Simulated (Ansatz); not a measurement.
System: CdS (Fm-3m, No. 225, 2 atoms in the cell; start mp-370; high-pressure phase). Method: PBE0 (PAW; Ansatz, a quantum-chemistry and plane-wave program).

Run with plane-wave cutoff 500 eV, 8×8×8 k mesh, gaussian smearing 0.02 eV, scalar-relativistic PAW data made under PBE.

Cell (relaxed with r²SCAN):

```xyz
2
Lattice="0.0000 2.7269 2.7269 2.7269 0.0000 2.7269 2.7269 2.7269 0.0000" Properties=species:S:1:pos:R:3 pbc="T T T"
Cd     0.0000     0.0000     0.0000
S      2.7269     2.7269     2.7269
```

What does this level give for the band gap?


- band gap = 1.91 eV (on the SCF k mesh)

Spin–orbit coupling is not included.

A start named mp-… is a Materials Project structure, which need not be a measured phase.
